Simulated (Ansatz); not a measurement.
**Convergence study of the plane-wave cutoff for SrGaGe (P3m1, 3 atoms in the cell)**

```
CELL_PARAMETERS angstrom
      4.25660     0.00000     0.00000
     -2.12830     3.68633     0.00000
      0.00000     0.00000     4.69756
ATOMIC_POSITIONS crystal
  Sr 0.00000 0.00000 0.01064
  Ga 0.33333 0.66667 0.50000
  Ge 0.66667 0.33333 0.50000
```

Method of the run: PBEsol, default PAW files made with PBE (plane waves; Ansatz, a program for electronic structure).

Base settings: basis.ecutwfc = 420 eV; kpoints.mp_grid.grid = 9 9 7; hamiltonian.xc = pbesol; hamiltonian.pseudopotentials = {kind: paw} (the program's default PAW files); scf.occupations.method = gaussian; scf.occupations.width = 0.1 eV.

The second cell is the first with its lattice scaled by 0.98.

The mesh stays at the base's, so the ladder's end is converged at best in this setting alone.

The first pressure column holds Ansatz's estimate of the finite-basis (Pulay) stress, which hides part of the cutoff error; the other is without it.

Only quantities that move along the ladder and can be compared are tabulated.

The count of work is k-points × plane waves × bands × iterations; it is no time. 

The starting cell comes from a database of computed structures (which also holds hypothetical and non-ambient phases and stackings), without a prior relaxation at this level. Its lattice was rescaled by up to half a per cent. One atom was moved a little off its site on purpose.

```csv
basis.ecutwfc,free energy less the last step's (meV/atom),energy of the compressed cell less the first (meV/atom),pressure (GPa),pressure without the Pulay estimate (GPa),largest difference of a force vector from the last step's (eV/Å),count of work / last
145 eV,33606.32,-28.98,-6.03,-675.29,0.110,0.073
170 eV,15197.02,145.14,2.12,-359.81,0.045,0.078
190 eV,7940.49,-11.04,-3.10,-220.57,0.036,0.095
210 eV,3998.30,-8.89,-1.02,-131.73,0.014,0.11
230 eV,1894.84,5.65,-0.44,-74.21,0.006,0.11
250 eV,842.34,10.80,-0.72,-39.03,0.008,0.13
295 eV,109.75,8.60,-0.69,-7.56,0.003,0.16
335 eV,13.22,9.29,-0.65,-1.72,0.000,0.19
380 eV,1.75,8.81,-0.68,-0.76,0.000,0.23
420 eV,0.95,8.80,-0.69,-0.71,0.000,0.31
460 eV,0.54,8.80,-0.69,-0.70,0.000,0.31
505 eV,0.25,8.80,-0.69,-0.69,0.000,0.35
565 eV,0.14,8.81,-0.69,-0.69,0.000,0.42
630 eV,0.10,8.80,-0.69,-0.69,0.000,0.49
735 eV,0.03,8.80,-0.69,-0.69,0.000,0.62
840 eV,0.01,8.80,-0.69,-0.69,0.000,0.76
1010 eV,0.00,8.80,-0.69,-0.69,0.000,1.0
```

Coarsest basis.ecutwfc that holds the pressure without the Pulay estimate within 0.5 GPa of the last step, with all finer ones: 380 eV, at 0.23 of the last step's count of work; the step before is off by 1.0 GPa.

Coarsest basis.ecutwfc that holds the free energy within 2 meV/atom of the last step, with all finer ones: 380 eV, at 0.23 of the last step's count of work; the step before is off by 13 meV/atom.

Coarsest basis.ecutwfc that holds the energy of the compressed cell less the first within 1 meV/atom of the last step, with all finer ones: 295 eV, at 0.16 of the last step's count of work; the step before is off by 2.0 meV/atom.

The energy difference between the two cells stays within 1 meV/atom of the last step's from 295 eV on, the total only from 420 eV on: much of the error is common to both cells and cancels.

At the lowest cutoff the pressure without the Pulay estimate lies 675 GPa under the last step's, the usual sign of Pulay stress in an incomplete plane-wave basis.

Keys are those of Ansatz 0.2.
